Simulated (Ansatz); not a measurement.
Results of PBEsol (PAW; Ansatz, a first-principles code) for Ti3Al (P-6m2, No. 187, 4 atoms in the cell; start mp-1217072; a measured phase of this formula has another space group).

Run with plane-wave cutoff 520 eV, 24×24×6 k mesh (along the axes of the cell as run), Fermi–Dirac smearing 0.05 eV, no spin polarisation, scalar-relativistic PAW data made under PBE.

Cell (relaxed at this level):

Space group P-6m2 (No. 187); a = 2.8958 Å, b = 2.8958 Å, c = 9.1392 Å, α = 90.00°, β = 90.00°, γ = 120.00°

| atom | site | symmetry | x | y | z |
|---|---|---|---|---|---|
| Ti | 1e | -6m2 | 0.6667 | 0.3333 | 0.0000 |
| Ti | 2h | 3m. | 0.3333 | 0.6667 | 0.2488 |
| Al | 1f | -6m2 | 0.6667 | 0.3333 | 0.5000 |

### Question
Predict the bulk modulus B0.

### Answer

bulk modulus B0: 116 GPa

Note: the run has no spin polarisation, so it can have missed a magnetic state; the bulk modulus is −V dP/dV from two relaxed cells at ±2 % in volume; the relaxation could not lower the start's symmetry, so the cell can be a saddle point above a distorted one.

Static lattice: no zero-point or thermal effects.

Computing time: about 4 core-minutes (a rough figure).

A start named mp-… is a Materials Project structure, which need not be a measured phase.
